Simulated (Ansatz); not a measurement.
TbRh2 (Fd-3m, No. 227) was calculated with LDA (PAW; Ansatz, an electronic-structure program).

Run with plane-wave cutoff 500 eV, 14×14×14 k mesh, Fermi–Dirac smearing 0.1 eV, spin-polarised start, scalar-relativistic PAW data made under PBE.

Computed at the level's own relaxed cell.

Predict the equilibrium volume per atom and equilibrium lattice constant a.


equilibrium volume per atom: 16.62 Å³/atom
equilibrium lattice constant a: 7.360 Å

The run finds no gap.

Note: the magnetic order was assumed, not searched for or taken from measurement; the 4f shell is treated without U or exact exchange, so its levels and filling can be wrong; the volume lies 5 % below that of the published cell.

Spin–orbit coupling is not included.

Computed values are for the static lattice.
